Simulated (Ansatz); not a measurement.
ZnO (P4₂/mnm, No. 136, 8 atoms in the cell; start mp-1093993; a measured phase of this formula has another space group), treated with r²SCAN in Ansatz (PAW).

Run with plane-wave cutoff 600 eV, 6×6×10 k mesh (along the axes of the cell as run), scalar-relativistic PAW data made under PBE.

Cell (relaxed at this level):

```cif
data_O4Zn4
_chemical_formula_sum 'Zn4 O4'
_space_group_name_H-M_alt 'P 1'
_space_group_IT_number 1
_cell_length_a 5.51317
_cell_length_b 5.51317
_cell_length_c 3.24864
_cell_angle_alpha 90.000
_cell_angle_beta 90.000
_cell_angle_gamma 90.000
loop_
_space_group_symop_operation_xyz
  'x, y, z'
loop_
_atom_site_label
_atom_site_type_symbol
_atom_site_fract_x
_atom_site_fract_y
_atom_site_fract_z
_atom_site_occupancy
Zn1 Zn 0.18176 0.18176 0.50000 1
Zn2 Zn 0.81824 0.81824 0.50000 1
Zn3 Zn 0.31824 0.68176 0.00000 1
Zn4 Zn 0.68176 0.31824 0.00000 1
O1 O 0.81746 0.18254 0.50000 1
O2 O 0.18254 0.81746 0.50000 1
O3 O 0.31746 0.31746 0.00000 1
O4 O 0.68254 0.68254 0.00000 1
```

Q: Give the computed Voigt–Reuss–Hill bulk modulus, polycrystal shear modulus (Hill average), Young modulus and Poisson ratio.

A: 
Voigt–Reuss–Hill bulk modulus: 138 GPa
polycrystal shear modulus (Hill average): 34.3 GPa
Young modulus: 95.0 GPa
Poisson ratio: 0.385

Note: the relaxation could not lower the start's symmetry, so the cell can be a saddle point above a distorted one.

Elastic constants are with the ions relaxed.

The computed numbers hold no vibrational or temperature effects.

A start named mp-… is a Materials Project structure, which need not be a measured phase.

Ansatz is an electronic-structure program.
